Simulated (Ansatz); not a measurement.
A (0,20) black phosphorus nanotube, stretched and compressed along its axis from its relaxed period of 4.518 Å, atoms relaxed at each length.

Calculation: PBE (plane waves to 420 eV, PAW; Ansatz, a quantum-chemistry and plane-wave program). Mesh 1×1×8. No spin polarisation. Periodic along z alone, with about 11 Å of vacuum beside it. A hypothetical model, rolled from the flat sheet. It keeps the symmetry and period of its start, so it need not be a minimum against all distortions. Buckling under compression is shut out by symmetry and the short period. Energies are free energies at a Fermi–Dirac width of 0.02 eV, from the unstrained cell.

| strain (%) | energy (meV a period) | axial force (nN) | PBE gap (eV) |
|---|---|---|---|
| -3.0 | +67 | -1.64 | 0.43 |
| -1.5 | +15 | -0.91 | 0.45 |
| 0.0 | 0 | +0.07 | 0.47 |
| +1.5 | +26 | +1.13 | 0.49 |
| +3.0 | +97 | +2.22 | 0.51 |
| +6.0 | +384 | +4.59 | 0.55 |

The slope of the force at zero strain is 68 nN.
